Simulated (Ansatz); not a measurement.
Results of r²SCAN in Ansatz (plane waves, PAW) for Ge (Ia-3, No. 206, 8 atoms in the cell; start mp-1080106; another form than the element's usual one).

Numerical settings: plane-wave cutoff 560 eV, 12×12×12 k mesh, Fermi–Dirac smearing 0.05 eV, scalar-relativistic PAW data made under PBE.

Cell (relaxed at this level):

```
CELL_PARAMETERS angstrom
     -3.48356     3.48356     3.48356
      3.48356    -3.48356     3.48356
      3.48356     3.48356    -3.48356
ATOMIC_POSITIONS crystal
  Ge 0.50000 0.00000 0.79878
  Ge 0.50000 0.00000 0.20122
  Ge 0.70122 0.70122 0.70122
  Ge 0.29878 0.29878 0.29878
  Ge 0.00000 0.79878 0.50000
  Ge 0.00000 0.20122 0.50000
  Ge 0.79878 0.50000 0.00000
  Ge 0.20122 0.50000 0.00000
```

Question: Predict the bulk modulus.

Answer: 
- bulk modulus: 66.9 GPa

The run finds no gap.

Note: the bulk modulus is −V dP/dV from two relaxed cells at ±2 % in volume; the relaxation could not lower the start's symmetry, so the cell can be a saddle point above a distorted one.

Cost on a shared machine: about 4 core-minutes (a rough figure).

A start named mp-… is a Materials Project structure, which need not be a measured phase.

Ansatz is an electronic-structure program.
